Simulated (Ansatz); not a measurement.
Consider TaN in the rock salt structure (space group Fm-3m, No. 225).

```xyz
2
Lattice="0.0000 2.2085 2.2085 2.2085 0.0000 2.2085 2.2085 2.2085 0.0000" Properties=species:S:1:pos:R:3 pbc="T T T"
N      0.0000     0.0000     0.0000
Ta     2.2085     2.2085     2.2085
```

Computed with PBE (Ansatz, a program for electronic structure), no SOC.

Base values:

```
Property   Result
--------  -------
Pressure  0.0 GPa
```

It is then changed as follows: every lattice vector is shortened by 0.56 %; the atoms relax in the strained cell.

Problem. What happens to the energy relative to the base?

Solution. The energy goes up by 3.2 meV/atom.

Problem. What happens to the pressure?

Solution. The pressure goes from zero to 5.8 GPa.

No phonon test of stability was made. The final runs are not spin-polarised. This is not the structure that TaN has at room temperature and ambient pressure.
